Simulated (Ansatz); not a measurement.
This Ansatz (a program for electronic structure) input is the reference run, WC (space group P-6m2, No. 187), computed with plane-wave PAW DFT at the r2SCAN level (Ansatz, 500 eV), without spin-orbit coupling:

Ansatz 0.2 input:
```yaml
crystal:
  lattice:
    - [2.912161821, 0, 0]
    - [-1.4560809105, 2.5220061169, 0]
    - [0, 0, 2.8362251398]
  atoms:
    - { symbol: W, position: [0, 0, 0] }
    - { symbol: C, position: [0.6666666667, 0.3333333333, 0.5] }
basis: { ecutwfc: 500, ecutrho_ratio: 4, xc_grid: 4, fft_grid_basis: typed }
kpoints: { mp_grid: { grid: [18, 18, 16] } }
hamiltonian:
  xc: r2scan
  dispersion: none
  pseudopotentials: { kind: paw }
scf: { occupations: { method: fermi_dirac, width: 0.05 }, convergence: { dr2_threshold: 0.0000000002 } }
output: { forces: true, stress: true }
checkpoint: { write: state.ck, write_every: 1000 }
```

**Question.** Write the input for this change: cell and atoms relaxed at a pressure of 1.8 GPa.

**Answer.** 
Ansatz 0.2 input:
```yaml
crystal:
  lattice:
    - [2.912161821, 0, 0]
    - [-1.4560809105, 2.5220061169, 0]
    - [0, 0, 2.8362251398]
  atoms:
    - { symbol: W, position: [0, 0, 0] }
    - { symbol: C, position: [0.6666666667, 0.3333333333, 0.5] }
basis: { ecutwfc: 500, ecutrho_ratio: 4, xc_grid: 4, fft_grid_basis: typed }
kpoints: { mp_grid: { grid: [18, 18, 16] } }
hamiltonian:
  xc: r2scan
  dispersion: none
  pseudopotentials: { kind: paw }
scf: { occupations: { method: fermi_dirac, width: 0.05 } }
relax: { f_tol: 0.01, max_steps: 60, cell: { stress_tol: 0.02, p_target: 1.8 } }
output: { forces: true, stress: true }
checkpoint: { write: state.ck, write_every: 1000 }
```
This is the input that was run.

Load acts through the strain it causes; cell and atoms are relaxed under it. Whether these cells are dynamically stable was not tested. The final runs are not spin-polarised.
